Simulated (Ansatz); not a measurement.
**A computed series for Nb: response to strain**

Start from Nb in the bcc (W type) structure (space group Im-3m, No. 229; relaxed with 0.1 eV smearing).

```
CELL_PARAMETERS angstrom
     -1.65223     1.65223     1.65223
      1.65223    -1.65223     1.65223
      1.65223     1.65223    -1.65223
ATOMIC_POSITIONS crystal
  Nb 0.00000 0.00000 0.00000
```

Strains are applied to the cell and any free atomic positions relax.

Level of theory: r2SCAN in Ansatz (plane waves to 500 eV, PAW, no spin-orbit coupling).

Notes on the quantities. energy relative to the base: free energy F.

| variant | pressure | energy relative to the base | volume per atom |
|---|---|---|---|
| base | 0.0 GPa | 0 meV/atom | 18.04 Å³ |
| isotropic strain +0.50 % | -2.5 GPa | +2.2 meV/atom | 18.31 Å³ |
| isotropic strain +1.00 % | -4.9 GPa | +8.6 meV/atom | 18.59 Å³ |
| isotropic strain +1.50 % | -7.2 GPa | +19 meV/atom | 18.87 Å³ |
| isotropic strain +2.00 % | -9.3 GPa | +33 meV/atom | 19.15 Å³ |
| isotropic strain +2.50 % | -11.3 GPa | +52 meV/atom | 19.43 Å³ |
| isotropic strain +3.00 % | -13.1 GPa | +73 meV/atom | 19.71 Å³ |

Stability against distortions was not tested. The final runs are not spin-polarised.

Ansatz is a quantum-chemistry and plane-wave program.
